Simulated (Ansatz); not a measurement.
Functionals compared on a constructed model of the (0001) surface of wurtzite GaN, Ga-terminated, 2x2 Ga adatom at T1 (bottom of the slab: 3 H on 4 bottom sites), in Ansatz (plane waves, PAW). The structure was relaxed with PBE; the other rows are single points on it. Cutoff 420 eV (500 eV for r2SCAN).

Set-up: 44 atoms, 14.8 Å thick at the start with caps and adatoms; mesh 4x4x1; 0.025 eV smearing; dipole correction on; 8 atoms held, the rest relaxed; held to the start's symmetry, so lower structures may exist; no spin, no spin-orbit, no U. In PBE it lies 0.36 eV a 1x1 cell over the lowest computed structure of the same composition (2x2 Ga adatom at T4). These notes are the PBE run's.

```csv
functional,gap of the slab on its k-mesh (eV),highest filled level below the top vacuum level (eV),rough cost of the single point
PBE,0.28,4.54,–
r2SCAN,0.31,4.72,about 2.9 core-minutes (a rough figure)
```

Ansatz is a first-principles code.
